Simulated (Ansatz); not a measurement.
**SnS2: Sn vacancy, symmetric start**

Take a 24-atom supercell of SnS$_{2}$ in the CdI2 type structure (space group P-3m1, No. 164; a = 3.626 Å, c = 5.573 Å; layered, stacked along the Cartesian z axis) at its relaxed geometry as the base.

Now apply this change: a neutral Sn vacancy, symmetric start, atoms relaxed at fixed cell.

Computed with Kohn–Sham DFT with the PBEsol-D3(BJ) functional, run in Ansatz (a quantum-chemistry and plane-wave program) with PAW and 420 eV plane waves, scalar-relativistic without spin-orbit coupling. k-mesh 4×4×4 (Γ-centred); smearing 0.01 eV (Fermi–Dirac).

```tsv
quantity	base	changed	shift
pressure	0.0 GPa	-1.7 GPa	-1.7 GPa
gap of the supercell	1.01 eV	zero	–
total moment of the cell	–	3.2 μB	–
energy gained by relaxation	–	0.15 eV	–
largest displacement of a host atom from its site in the perfect cell	–	0.10 Å	–
mean distance from the defect site to its nearest host atoms	2.56 Å	2.47 Å	-0.09 Å
```

The magnetic state is the one reached from the starting moments; the real material's order can differ, and small cells can't hold many antiferromagnetic ones. The cell is small, so the values are those of an ordered compound at a high defect concentration; dilute-limit values will differ. A case with no gap was solved on a k-mesh chosen for an insulator, which is coarse for it. The defect started on the symmetric site and kept its symmetry, so it may sit on a saddle. The defect cell is spin-polarised and ends with 3.2 μB, a fractional moment that hangs on the mesh and smearing.
